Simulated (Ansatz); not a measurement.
Levels about the gap of amorphous Ga$_{24}$O$_{37}$Ca (62 atoms in a cell of 775 Å³, 4.94 g/cm³; zone centre alone, so wide bands show as single levels with stretches between that a denser mesh fills), at the geometry that PBE relaxed, where it gives -1.8 GPa on a denser mesh. The participation number counts the atoms over which a state spreads; weights are charges in smoothed Voronoi cells. The levels come from a single point, so bond lengths are those of that geometry. Method of the levels: PBE, scalar-relativistic without spin-orbit coupling (Ansatz, a program for electronic structure). Sampling: the zone centre alone; Fermi-Dirac width 0.02 eV; no spin polarisation. At PBE the levels at the filled edge of the gap are localised (band-tail or defect states), and the nearest spread-out levels lie 1.9 eV apart at the zone centre.

Preparation: random packing, a CHGNet melt and quench, and a DFT relaxation. O atoms were pushed apart under 1.9 Å during the dynamics, to hinder bonds among them. The hot cell started wider than the set density and was brought back towards it in steps. It is the lowest in DFT energy of 2 quenches. It is a model cell: composition and starting density were chosen by hand, and all elements were melted together. No dispersion term was used. Its density started from a set value of 4.94 and ended at 4.94 g/cm³. Cooling (nominally 280 K/ps over its main leg) ran many orders faster than in experiment, which tends to leave more defects and strain. Values belong to this one cell and scatter from quench to quench. The volume was held where the preparation left it and the shape relaxed, at a PBE pressure of -1.8 GPa (tension). Stress components on the final sampling reach 1.9 GPa.

```
E - E(highest filled), eV  filling  participation number        largest on  weight O  weight Ga  weight Ca
-------------------------  -------  --------------------  ----------------  --------  ---------  ---------
-0.57                       filled                  16.7   O, 3 neighbours      0.95       0.05       0.00
-0.56                       filled                  16.0   O, 3 neighbours      0.95       0.05       0.00
-0.50                       filled                  12.7   O, 4 neighbours      0.94       0.05       0.00
-0.41                       filled                  11.7   O, 3 neighbours      0.96       0.04       0.00
-0.30                       filled                   4.4   O, 3 neighbours      0.95       0.05       0.00
-0.13                       filled                   5.0   O, 3 neighbours      0.95       0.05       0.00
0.00                        filled                   5.1   O, 3 neighbours      0.95       0.05       0.00
1.42                         empty                  56.7  Ga, 5 neighbours      0.52       0.46       0.01
3.92                         empty                  34.5  Ga, 5 neighbours      0.57       0.42       0.01
4.07                         empty                  29.3  Ga, 4 neighbours      0.55       0.44       0.01
4.17                         empty                  34.7  Ga, 4 neighbours      0.56       0.44       0.00
4.39                         empty                  40.1  Ga, 5 neighbours      0.57       0.43       0.01
4.51                         empty                  40.6  Ga, 5 neighbours      0.56       0.43       0.02
4.68                         empty                  37.8  Ga, 5 neighbours      0.53       0.46       0.00
```

Most localised among these is the filled level at -0.30 eV, on a O atom, which has 3 neighbours (Ga 1.87 Å, Ga 1.95 Å, Ga 2.00 Å).
